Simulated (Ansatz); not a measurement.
Consider CsSrF₃ in the cubic perovskite structure (space group Pm-3m, No. 221; a = 4.7374 Å; a cell from a computed database, its experimental status unchecked). Axes: x, y, z lie along the cube axes.

Computed with Kohn–Sham DFT with the PBEsol functional, run in Ansatz (a quantum-chemistry and plane-wave program) with PAW and 420 eV plane waves, no spin-orbit coupling, earlier PAW set.

One thing is altered: uniaxial strain ε_yy = +1.00 %, all other strain components held at zero; the atoms relax in the strained cell.

Q: Predict the stress tensor and what it implies for the stiffness.

A: Stress of the strained cell less that of the base (GPa, compression positive):
```
  -0.17    0.00    0.00
   0.00   -0.91    0.00
   0.00    0.00   -0.17
```

Then −Δσ_ii/ε with ε = 0.0100 gives relaxed-ion elastic constants: C22 ≈ 91 GPa.

Stability against distortions was not tested. Many cubic perovskites are stable only at high temperature; tilts and polar distortions were not tested.
